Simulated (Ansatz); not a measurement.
Hypothetical zinc blende TlBr under a change: biaxial strain +3.57 %, plane normal [111], relaxed out of plane

Start from TlBr in the zinc blende structure (space group F-43m, No. 216; a = 7.311 Å; a hypothetical phase, not in the database extracts checked). Axes: x, y, z lie along the cube axes.

Modification: biaxial strain +3.57 %, plane normal [111], relaxed out of plane (Cartesian); in-plane vectors clamped, the third vector and the atoms free.

Computed with PBEsol (Ansatz, a program for electronic structure), scalar-relativistic without spin-orbit coupling, earlier PAW set. Γ-centred 8×8×8 mesh, Fermi–Dirac width 0.05 eV.

- Volume per atom = 29.40 Å³ (base 48.84 Å³)
- Space group = R3m (No. 160) (base F-43m (No. 216))
- Shortest interatomic distance = 3.310 Å (base 3.166 Å)
- Energy relative to the base (free energy F) = -105 meV/atom
- Pressure (mean of the normal stresses, compression positive) = 0.83 GPa (base 0.01 GPa)
- Band gap = 1.39 eV (base 2.77 eV)
- Gap character = indirect, L → T
- Electron mass = 0.18 mₑ along k, 0.47 mₑ across (at L) (base 1.8 mₑ along k, 0.51 mₑ across (at X))
- Out-of-plane strain = -43.89 %
- Ratio −ε⊥/ε∥ = 12.29
- Mean in-plane stress (compression positive) = +1.3 GPa

Cost of the whole job for the changed cell (relaxation, final SCF and bands): very roughly 2.6 core-minutes.

With Tl present, leaving out spin-orbit coupling can change the band edges. Effective masses come from finite differences of ±0.01 Å⁻¹. Along k means along the line from Γ to the band edge. Whether these cells are dynamically stable was not tested. Under biaxial strain +3.57 %, plane normal [111], relaxed out of plane the cell ends below the base's energy or with stress of the wrong sign: the atoms slid into a distortion or the cell is elastically unstable, so the base is not a stable minimum at this level. Labels are those of the standard path for the cell's own space group.
